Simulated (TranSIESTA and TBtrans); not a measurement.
## Ag chain with one bond stretched by 0.6 Å

Device: Ag chain with one bond stretched by 0.6 Å. Leads: straight Ag chain, spacing 2.809 Å. Geometry: as built, not relaxed.

Method: TranSIESTA and TBtrans, PBE, DZP numerical orbitals (energy shift 0.15 eV), PseudoDojo norm-conserving scalar-relativistic potentials, mesh cutoff 200 Ry, 300 K, no spin polarisation, no spin-orbit coupling; self-consistent non-equilibrium Green functions.

* **Conductance at 300 K (G0 = 2e²/h)**: 0.90
* **Mean T from −0.5 to 0.5 eV**: 0.89

Energies count from the leads' Fermi level. Transmissions are for one spin of a degenerate pair. The energy step is 0.01 eV; narrower resonances are cut or missed.

```csv
E (eV),T,lead channels
-2.00,0.78,band edge
-1.90,0.86,3
-1.80,0.92,3
-1.70,0.48,band edge
-1.60,0.15,1
-1.50,0,0
-1.40,0,0
-1.30,0,0
-1.20,0,0
-1.10,0,0
-1.00,0,0
-0.90,0.27,1
-0.80,0.51,1
-0.70,0.65,1
-0.60,0.75,1
-0.50,0.81,1
-0.40,0.85,1
-0.30,0.87,1
-0.20,0.89,1
-0.10,0.90,1
0.00,0.90,1
0.10,0.90,1
0.20,0.90,1
0.30,0.90,1
0.40,0.90,1
0.50,0.90,1
0.60,0.90,1
0.70,0.90,1
0.80,0.91,1
0.90,0.91,1
1.00,0.91,1
1.10,0.91,1
1.20,0.92,1
1.30,0.92,1
1.40,0.93,1
1.50,0.93,1
1.60,0.94,1
1.70,0.94,1
1.80,0.95,1
1.90,0.95,1
2.00,0.96,1
```

The straight chain is held at its spacing; free chains may zigzag or dimerise. No spin-polarised start was tried, so a magnetic state, if there is one, is missed.
